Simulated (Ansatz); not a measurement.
Ansatz (a program for electronic structure) run on Cd (P6_3/mmc, 2 atoms in the cell): zone-centre phonon calculation.

Level of theory: PBE (plane waves, PAW; Ansatz).

```xyz
2
Lattice="1.4855 -2.5730 0.0000 1.4855 2.5730 0.0000 0.0000 0.0000 5.6031" Properties=species:S:1:pos:R:3 pbc="T T T"
Cd     1.4855     0.8577     1.4008
Cd     1.4855    -0.8577     4.2024
```

Reference input (self-consistent single point, DFT, PBE, plane waves, default PAW files): basis.ecutwfc = 30.9 Ry; kpoints.mp_grid.grid = 13 13 6; hamiltonian.xc = pbe; hamiltonian.pseudopotentials = {kind: paw} (the program's default PAW files); scf.occupations.method = gaussian; scf.occupations.width = 0.0073 Ry. This run's input differs from it in these lines:

```diff
@@ -21,6 +21,6 @@
     width: 0.0073 Ry
-output:
-  forces: true
-  eigenvalues: true
-  stress: true
+  convergence:
+    dr2_threshold: 1.0e-03 eV
+phonons:
+  method: dfpt
```

Output (repeated stretches shortened):

```
SCF iter   1: F=—  HF=-16508.889847 eV  |F-HF|=—  |Δ(HF+E_count)|=         —  Δρ=8.35e-4  dr2=3.23e-4  ethr=1.77e-3  ⟨swp⟩=5.6  Hψ=17883  notcnv=0
all-band conjugate gradients solve this SCF's bands
preconditioner: auto → Kerker (q_TF=auto, 2.697 Å⁻¹)
SCF iter   2: F=—  HF=-16508.890404 eV  |F-HF|=—  |Δ(HF+E_count)|=   5.57e-4  Δρ=5.60e-4  dr2=1.59e-4  ethr=8.07e-7  ⟨swp⟩=2.2  Hψ=8821  notcnv=0
   [... lines left out ...]
SCF iter   4: F=-16508.890410 eV  HF=-16508.890410 eV  |F-HF|=1.13e-7  |Δ(HF+E_count)|=   7.08e-7  Δρ=5.24e-5  dr2=5.62e-7  ethr=1.47e-8  ⟨swp⟩=2.0  Hψ=7052  notcnv=0
iter 5 did not close the SCF: its close was put off for the readings that it lacked (scf_convergence_deferred on its scf_iter line)
SCF iter   5: F=-16508.890410 eV  HF=-16508.890410 eV  |F-HF|=4.17e-8  |Δ(HF+E_count)|=   8.82e-8  Δρ=1.36e-5  dr2=3.73e-8  ethr=1.41e-9  ⟨swp⟩=2.0  Hψ=8081  notcnv=0
SCF iter   6: F=-16508.890410 eV  HF=-16508.890410 eV  |F-HF|=6.77e-10  |Δ(HF+E_count)|=   5.19e-8  Δρ=2.26e-6  dr2=1.65e-9  ethr=9.33e-11  ⟨swp⟩=4.5  Hψ=24602  notcnv=0
SCF 1 converged in 6 iterations: F = -16508.890410 eV  dr2 = 1.65e-9
DFPT response loops at Γ: preconditioner auto → Kerker (q_TF=auto, 2.697 Å⁻¹) (partly filled bands, converged f_vac=0.000) …
Free energy (F): -16508.890410 eV
Internal energy: -16508.887861 eV  (E = F + TS)
E sigma→0 (E₀):  -16508.889136 eV
Entropy (-TS):   -0.002549 eV (-1.274 meV/atom)
Fermi energy:    14.871242 eV
--- Phonons (Γ-DFPT): 2 representative perturbations + reference, on 196 of 1014 k-points (Σ response iterations 8) ---
  k mesh reduced under 4 symmetry operations, with k and −k counted as one. Each operation leaves every solved displacement unchanged or reverses it
  ASR residual: 2.412e-4 → 0.000e0 eV/Å²; symmetrization residual: 1.375e-12 eV/Å²
  ASR residual per site (eV/Å²): 2.41e-4 2.41e-4
  Γ frequencies (cm⁻¹): 0.00 0.00 0.00 39.21 39.21 100.26
  non-analytic LO–TO correction: not included (Born effective charges unavailable; polar crystals: no LO–TO splitting at Γ)
```

The run converged in 6 iterations.  The full log also holds: “iter 3 did not close the SCF: its close was put off for the readings that it lacked (scf_convergence_deferred on its scf_iter line)”. The full log also holds: “iter 4 did not close the SCF: its close was put off for the readings that it lacked (scf_convergence_deferred on its scf_iter line)”.

Summary of the result:
* **Free energy E − TS (on the zero of these files)**: -16508.8904 eV
* **Fermi level (on the code's own zero)**: 14.87 eV
* **Zone-centre frequencies (cm⁻¹; negative means imaginary)**: 0, 0, 0, 39, 39, 100

The starting cell has typed, rounded lattice constants, without a prior relaxation at this level. Its lattice was rescaled by up to half a per cent.

Keys are those of Ansatz 0.2.
